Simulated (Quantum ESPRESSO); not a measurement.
Quantum ESPRESSO is run on In₃Pd₅ (Pbam, 16 atoms in the cell), and the run fails. The aim is a self-consistent single point with DFT, PBEsol, plane waves, GBRV 1.5 ultrasoft (PBESOL) pseudopotentials.

This input was run:

```fortran
&control
   calculation = 'scf'
   prefix = 'in3pd5'
   outdir = './out'
   pseudo_dir = './'
   tprnfor = .true.
   tstress = .true.
/
&system
   ibrav = 0
   nat = 16
   ntyp = 2
   ecutwfc = 40
   ecutrho = 320
   occupations = 'smearing'
   smearing = 'fermi-dirac'
   degauss = 0.0073499
/
&electrons
   conv_thr = 1.0d-10
   mixing_beta = 0.7
/
ATOMIC_SPECIES
In   114.8180  in_pbesol_v1.4.uspp.F.UPF
Pd   106.4200  pd_pbesol_v1.4.uspp.F.UPF
ATOMIC_POSITIONS angstrom
In    1.8154222416    9.6108171938    2.1114600000
In    3.8677177584    1.6038028062    2.1114600000
In    4.6569922416    7.2111128062    2.1114600000
In    1.0261477584    4.0035071938    2.1114600000
In    2.8415700000    5.6073100000    0.0000000000
In    0.0000000000    0.0000000000    0.0000000000
Pd    3.9909850650    4.3805427182    2.1114600000
Pd    1.6921549350    6.8340772818    2.1114600000
Pd    1.1494150650    1.2267672818    2.1114600000
Pd    4.5337249350    9.9878527182    2.1114600000
Pd    0.3637209600    8.4798227668    0.0000000000
Pd    5.3194190400    2.7347972332    0.0000000000
Pd    3.2052909600    8.3421072332    0.0000000000
Pd    2.4778490400    2.8725127668    0.0000000000
Pd    2.8415700000    0.0000000000    0.0000000000
Pd    0.0000000000    5.6073100000    0.0000000000
K_POINTS automatic
3 2 4
CELL_PARAMETERS angstrom
   5.6831400000     0.0000000000     0.0000000000
   0.0000000000    11.2146200000     0.0000000000
   0.0000000000     0.0000000000     4.2229200000
```

Log, with long lists cut:

```
     This program is part of the open-source Quantum ESPRESSO suite
     for quantum simulation of materials; please cite

 %%%%%%%%%%%%%%%%%%%%%%%%%%%%%%%%%%%%%%%%%%%%%%%%%%%%%%%%%%%%%%%%%%%%%%%%%%%%%%
     Error in routine card_kpoints (1):
      end of file while reading automatic k points
 %%%%%%%%%%%%%%%%%%%%%%%%%%%%%%%%%%%%%%%%%%%%%%%%%%%%%%%%%%%%%%%%%%%%%%%%%%%%%%

     stopping ...
```

Q: From the messages shown, name the fault and mend the input.

A: The fault is an automatic mesh without its three shifts. The card takes six integers. To fix it, add the shifts. The program stopped before any SCF iteration.

The sound input it was made from differs as follows (other fixes are possible):
```diff
-3 2 4
+3 2 4  0 0 0
```

With that input, the run converged in 14 iterations: free energy E − TS -37907.6104 eV; Fermi level (on the code's own zero) 16.54 eV; pressure -4.44 GPa; largest force (vector length) 0.052 eV/Å (DFT, PBEsol, plane waves, GBRV 1.5 ultrasoft (PBESOL) pseudopotentials).

On the sound input: the starting cell comes from a database of computed structures (which also holds hypothetical and non-ambient phases and stackings), without a prior relaxation at this level. Spin polarisation is off. With a pressure of about -4 GPa the cell is away from its equilibrium volume at this level. Without a gap this mesh is coarse (it stands for a supercell whose shortest vector is 17 Å).
